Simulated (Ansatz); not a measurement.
The reference is SiS₂ (space group Ibam, No. 72; a = 5.8031 Å, b = 9.8918 Å, c = 5.5455 Å; made of chains). Axes: x, y, z lie along a, b, c of the conventional cell.

Calculations: r2SCAN in Ansatz (plane waves to 500 eV, PAW, no SOC).

Base values:

```
Item                   Value
-------------------  -------
Smallest direct gap  3.61 eV
```

It is then changed as follows: biaxial strain −0.55 %, plane normal [001], relaxed out of plane (Cartesian); in-plane vectors clamped, the third vector and the atoms free.

Estimate the effect on the smallest direct gap.

The smallest direct gap falls by 0.02 eV, from 3.61 eV to 3.59 eV.

What happens to the in-plane stress?

The mean in-plane stress (compression positive) comes out as +0.1 GPa.

What happens to the out-of-plane strain?

The out-of-plane strain is +0.01 %.

A biaxial case was relaxed in a doubled cell and then solved in the primitive one. Stability against distortions was not tested. No dispersion term is included, though the crystal is made of layers, chains or molecules, so its spacings can come out too wide.

Ansatz is a first-principles code.
